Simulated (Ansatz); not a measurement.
SrGaHO2 (model structure, started from the SrVO2H type, P4/mmm, No. 123, 5 atoms in the cell): properties by level of theory

```
level (code)     lattice constant a (Å)  c axis length (Å)  bulk modulus (GPa)  cohesive energy (eV/atom)  band gap (eV)
---------------  ----------------------  -----------------  ------------------  -------------------------  -------------
LDA (Ansatz)                          ?                  ?                 142                          ?              ?
PBE (Ansatz)                      3.993              3.627                 117                       4.24              ?
PBEsol (Ansatz)                   3.937              3.581                 130                       4.60           0.85
r²SCAN (Ansatz)                   3.938                  ?                 135                       4.45              ?
```

Problem. Some entries are withheld; supply them.

Solution. 
- LDA (Ansatz, a program for electronic structure), lattice constant a (Å): 3.893
- LDA (Ansatz), c axis length (Å): 3.540
- LDA (Ansatz), cohesive energy (eV/atom): 5.11
- LDA (Ansatz), band gap (eV): 1.07
- PBE (Ansatz), band gap (eV): 0.58
- r²SCAN (Ansatz), c axis length (Å): 3.601
- r²SCAN (Ansatz), band gap (eV): 1.48

Computed values are for a static lattice. Levels without +SOC have no spin–orbit coupling; where heavier elements are present it shifts gaps, mostly down, and can invert bands.  Each level is taken at its own relaxed cell. Cutoffs differ between the levels. Ansatz's density-functional and Hartree–Fock values are scalar-relativistic unless marked +SOC, with PAW data made under PBE.

Caveats: the bulk modulus is −V dP/dV from two relaxed cells at ±2 % in volume (LDA, PBE, PBEsol, r²SCAN). Ansatz's density-functional and Hartree–Fock values are scalar-relativistic unless marked +SOC, with PAW data made under PBE.

Free atoms are spin-polarised, in the lowest state found; at levels without +SOC their spin–orbit coupling is left out.

Computed values are for the static lattice.

A model structure was made by putting elements into a prototype or built by hand; it is no filed structure, need not be a known phase, and can be a saddle point held by its symmetry.
